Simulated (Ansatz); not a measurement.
The reference is MnPbO$_{3}$ in the cubic perovskite structure (space group Pm-3m, No. 221; a = 3.840 Å; ferromagnetic; a model cell, its experimental status unchecked). Axes: x, y, z lie along the cube axes.

The values are results of r2SCAN (Ansatz, an electronic-structure program, PAW, no spin-orbit coupling), not measurements.

Strains are applied to the cell and any free atomic positions relax; under stress the whole cell relaxes.

One change was made to it. Results:

The volume per atom goes up by 0.02 Å³, from 11.33 Å³ to 11.35 Å³; the energy hardly moves; the largest site moment stays 2.64 μB.

### Question
Which of these changes matches the shifts?
A) tensor shear ε_xz = +1.15 %
B) isotropic strain −0.66 %
C) uniaxial stress, 1 GPa tension along z

### Answer
C, uniaxial stress, 1 GPa tension along z. For comparison, the energy relative to the base in the other runs: isotropic strain −0.66 % gives +2.6 meV/atom; tensor shear ε_xz = +1.15 % gives +2.1 meV/atom.

Without a gap, meshes like the base's 12×12×12 leave anisotropic stresses uncertain by several tenths of a GPa, and small strain energies with them. Stability under load was not tested beyond the relaxation. No Hubbard U is applied and the magnetic state is the run's own (MnPbO3 ferromagnetic); small cells can't hold the antiferromagnetic order that many such compounds have, so gaps and moments can be off. Many cubic perovskites are stable only at high temperature; tilts and polar distortions were not tested.
